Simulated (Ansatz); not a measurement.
The (210) surface of alpha tin in its 1x1 cell, outermost plane spacing 0.74 Å in the ideal cut

Level of theory: r2SCAN, at the PBE geometry (plane waves to 500 eV, PAW; Ansatz, a first-principles code).

Set-up: 15 atoms, 10.4 Å thick at the start (thin: gaps and levels are the slab's own); mesh 6x5x1; 0.1 eV smearing; dipole correction on; single point; no symmetry held, on the structure that PBE left; no spin, no spin-orbit, no U.

| Property | Result |
|---|---|
| surface energy (mean of both faces) | 0.74 J/m² |
| work function of the top face | 4.24 eV |
| cost | around 6 core-minutes (rough) |
